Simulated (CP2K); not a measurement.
CP2K 2026.2, DFT, PBE, Gaussian and plane waves, DZVP-MOLOPT bases, GTH-PBE potentials: unreconstructed Si(100) slab of 4 layers, 3x3 (Si36), unrelaxed, 36 atoms. Basis and mesh were picked for this test and aren't claimed converged.

```
Quantity                                                                             Value
--------------------------------  --------------------------------------------------------
cell                                                    11.52, 11.52, 24.07 Å; 90, 90, 90°
SCF method                        diagonalisation with mixing (no OT or OUTER_SCF section)
task                                                                                   scf
basis                                                             Si=DZVP-MOLOPT-SR-GTH-q4
GLOBAL/RUN_TYPE                                                               ENERGY_FORCE
GLOBAL/PRINT_LEVEL                                                                     LOW
QS/METHOD                                                                              GPW
QS/EPS_DEFAULT                                                                       1e-12
MGRID/REL_CUTOFF                                                                     50 Ry
SCF/SCF_GUESS                                                                       ATOMIC
SCF/EPS_SCF                                                                          1e-06
SCF/MAX_SCF                                                                            150
SCF/DIAGONALIZATION/ALGORITHM                                                     STANDARD
SCF/MIXING/METHOD                                                           BROYDEN_MIXING
SCF/MIXING/ALPHA                                                                      0.15
SCF/MIXING/NBUFFER                                                                       8
SCF/ADDED_MOS                                                                           17
SCF/SMEAR/METHOD                                                               FERMI_DIRAC
SCF/SMEAR/ELECTRONIC_TEMPERATURE                                                  [K] 1000
KPOINTS/SCHEME                                                        MONKHORST-PACK 2 2 1
KPOINTS/GAMMA_CENTERED                                                                   T
GLOBAL/PREFERRED_DIAG_LIBRARY                                               ELPA (default)
SCF/MIXING/BETA                                                              0.5 (default)
MGRID/NGRIDS                                                                   4 (default)
basis functions (base settings)                                                        468
```

It runs on a single node (AMD EPYC (Zen 5), 96 cores on 1 socket, no SMT, 12 L3 cache groups).

Each time is the median wall time of two to five repeats, run one at a time on the otherwise empty machine; start-up is included. Unless noted, each process is bound to its own block of adjacent cores. The build: conda-forge: MPICH, OpenMP, OpenBLAS, FFTW, ScaLAPACK, ELPA, COSMA, DBCSR on BLAS; another build can shift the numbers. Scratch files lie in a memory file system.

All on 24 ranks. The settings tried, from loose to tight:
- MGRID/CUTOFF = 200 Ry
- MGRID/CUTOFF = 280 Ry
- MGRID/CUTOFF = 400 Ry
- MGRID/CUTOFF = 600 Ry

The tightest serves as the yardstick; it is not itself proven converged.

Which is the loosest of these settings from which on the result stays within 1.0 meV/atom in energy, 10 meV/Å in forces (largest component) of the tightest, and what does it save?

MGRID/CUTOFF = 200 Ry, the loosest tried: 6.5 s against 20 s.

```csv
setting,wall time,difference in energy,difference in forces (largest component)
MGRID/CUTOFF = 200 Ry,6.5 s,under 0.001 meV/atom,0.043 meV/Å
MGRID/CUTOFF = 280 Ry,7.3 s,under 0.001 meV/atom,0.014 meV/Å
MGRID/CUTOFF = 400 Ry,11 s,under 0.001 meV/atom,under 0.001 meV/Å
MGRID/CUTOFF = 600 Ry,20 s,—,—
```

Total energies are compared here; differences between like cells converge sooner with the cutoff.
